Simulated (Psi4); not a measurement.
Psi4 1.11, PBE0/def2-svp: B(OMe)3 (COB(OC)OC), 16 atoms. The geometry is a generated start, not checked to be a minimum at this level.

| Quantity | Result |
|---|---|
| task | energy |
| method | pbe0 |
| basis | def2-svp |
| memory | 3 GB |
| maxiter | 100 |
| keys of the molecule block | symmetry c1 |
| scf_type | df (default) |
| e_convergence | 1e-06 (default) |
| d_convergence | 1e-06 (default) |
| dft_radial_points | 75 (default) |
| dft_spherical_points | 302 (default) |
| basis functions | 143 |
| grid points | 340994 |

```xyz
16

B     -0.0052    -0.0156     0.0067
O      0.8333     0.9028     0.5642
C      0.7928     2.2605     0.1819
H     -0.1231     2.7334     0.5456
H      1.6612     2.7438     0.6297
H      0.8275     2.3581    -0.9053
O      0.0831    -1.3259     0.3852
C      1.0085    -1.7324     1.3683
H      0.7427    -1.3119     2.3405
H      0.9702    -2.8215     1.4134
H      2.0170    -1.4026     1.1127
O     -0.9155     0.3776    -0.9246
C     -1.7996    -0.5260    -1.5537
H     -1.7025    -1.5264    -1.1323
H     -2.8190    -0.1617    -1.4104
H     -1.5714    -0.5522    -2.6218
```

With the defaults (damping_percentage = 0, diis = true, scf_initial_accelerator = adiis, guess = auto, which took SAD, diis_max_vecs = 10, level_shift = 0, level_shift_cutoff = 0.01, diis_start = 1) it converges in 9 SCF iterations. One run each on 2 threads, with these changes:
- diis_max_vecs = 6
- guess = sadno
- damping_percentage = 60
- damping_percentage = 60, diis = false, scf_initial_accelerator = none
- scf_initial_accelerator = ediis
- level_shift = 0.5, level_shift_cutoff = 0.001
- guess = core
- level_shift = 0.1, level_shift_cutoff = 0.001
- diis_start = 4

### Question
Which of these changes keep the SCF from converging, or lead it to another solution?

### Answer
No convergence: damping_percentage = 60; damping_percentage = 60, diis = false, scf_initial_accelerator = none (the run ends without SCF convergence in 100 iterations). The rest reach the solution of the defaults.

| setting | SCF iterations | end |
|---|---|---|
| level_shift = 0.5, level_shift_cutoff = 0.001 | 7 | same solution |
| level_shift = 0.1, level_shift_cutoff = 0.001 | 7 | same solution |
| the defaults | 9 | same solution |
| diis_max_vecs = 6 | 9 | same solution |
| scf_initial_accelerator = ediis | 9 | same solution |
| guess = sadno | 9 | same solution |
| diis_start = 4 | 11 | same solution |
| guess = core | 13 | same solution |
| damping_percentage = 60 | 100 | no convergence |
| damping_percentage = 60, diis = false, scf_initial_accelerator = none | 100 | no convergence |
